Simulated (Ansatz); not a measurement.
Start from InP in the zinc blende structure (space group F-43m, No. 216; a = 5.9070 Å). Axes: x, y, z lie along the cube axes.

The values are results of plane-wave PAW DFT at the r2SCAN level (Ansatz, a quantum-chemistry and plane-wave program, 500 eV), scalar-relativistic without spin-orbit coupling, not measurements.

For the base:

The shortest interatomic distance is 2.558 Å, the smallest direct gap is 1.03 eV and the valence-band top at Γ is 0.00, 0.00, 0.00 eV.

One thing is altered: a free-standing slab of 3 layers (6 atoms, 2 a layer) is cut normal to [110], with 15 Å of vacuum and the in-plane cell held at bulk.

### Question
What happens to the shortest interatomic distance, smallest direct gap, gap character and valence-band top at Γ?

### Answer
The shortest interatomic distance decreases by 0.042 Å, from 2.558 Å to 2.516 Å; the smallest direct gap goes up by 0.316 eV to 1.34 eV; the gap character is indirect, Γ → X; the valence-band top at Γ (three highest levels, from the VBM) changes from 0.00, 0.00, 0.00 eV to 0.00, -0.53, -0.72 eV.

Whether these cells are dynamically stable was not tested. k-point labels follow each cell's own Brillouin zone.
